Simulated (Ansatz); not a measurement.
CH3 on the 1x1 (10-10) surface of wurtzite ZnO (cut with top plane O + Zn), one in a 2x1 cell, energies for each (34.7 Å²). Energies are against CH4(g) − ½ H2(g), without zero-point or thermal terms; each row is named by its start (#2, #3: further inequivalent places of a kind). No converged result for: 1 more start.

Host crystal: wurtzite ZnO, with a band gap (PBE, scalar-relativistic without spin-orbit coupling).

The numbers are results of PBE (plane waves to 420 eV, PAW; Ansatz, an electronic-structure program), not measurements.

Slab: 36 atoms, 9.4 Å thick at the start under the adsorbate (thin: gaps and levels are the slab's own); k 3x4x1, smearing 0.01 eV, dipole-corrected; 16 atoms held, the rest relaxed; each run with such symmetry as its start has; spin-polarised, no spin-orbit, no U, no dispersion correction.

A negative adsorption energy means that the adsorbate is more stable on the surface than in its reference. Starts that drift may end in the same place. Heights count from the host atoms within 0.3 Å of the top one. Moments of ungapped slabs depend on the mesh.

| starting site | E_ads (eV) | height (Å) | nearest host atom (Å) | bonded to | change of the vacuum step (eV) | lateral drift (Å) | moment (μB) |
|---|---|---|---|---|---|---|---|
| top O | 1.43 | 1.42 | O 1.45 | O | -1.96 | 0.3 | 0.0 |
| top Zn | 1.96 | 2.05 | Zn 2.11 | Zn | -0.58 | 0.6 | 1.0 |
| top Zn #2 | 1.97 | 2.07 | Zn 2.10 | Zn | -0.56 | 2.8 | 1.0 |
| over O at depth 0.9 Å (the adsorbate broke or entered a bond of the host) | 2.14 | 1.41 | O 1.46 | O | -1.21 | 0.7 | 0.2 |
| hollow O-O-Zn-Zn-Zn | 1.96 | 2.05 | Zn 2.11 | Zn | -0.57 | 2.1 | 1.0 |
| bridge Zn-Zn (span 3.3 Å) | 1.96 | 2.05 | Zn 2.11 | Zn | -0.57 | 1.7 | 1.0 |
| bridge Zn-Zn (span 3.3 Å) #2 | 1.96 | 2.05 | Zn 2.11 | Zn | -0.58 | 1.1 | 1.0 |
